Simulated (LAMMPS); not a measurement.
MD of HgS (zinc blende) at zero pressure, 4096 atoms, as a crystal; each row is its own run.

All values are model results, not measurements: classical MD, pair style sw, file CdTeZnSeHgS0.sw; code LAMMPS.

```
T (K)  enthalpy (eV/atom)
-----  ------------------
200               -1.9519
300               -1.9254
500               -1.8713
660               -1.8271
820               -1.7811
1160              -1.6799
1320              -1.6276
```

Problem. Fit a straight line, y = a + b x, to these rows (x is the first column, y the second) and predict the run at x = 990.

Solution. Least squares gives a = -2.0137 and b = 0.0002887. At x = 990 the fit predicts -1.7279 eV/atom. The run itself gave -1.7313 ± 0.0001 eV/atom, so the fit is 3.4 meV/atom high.

Caution: in nature this polymorph isn't the stable one over the whole range of temperature at this pressure, and short runs keep a crystal in its starting form.

Caution (rows 500; 660; 820; 990; 1160; 1320): a run this short can hold a crystal over, or a liquid under, the potential's own melting point, which these runs don't give.
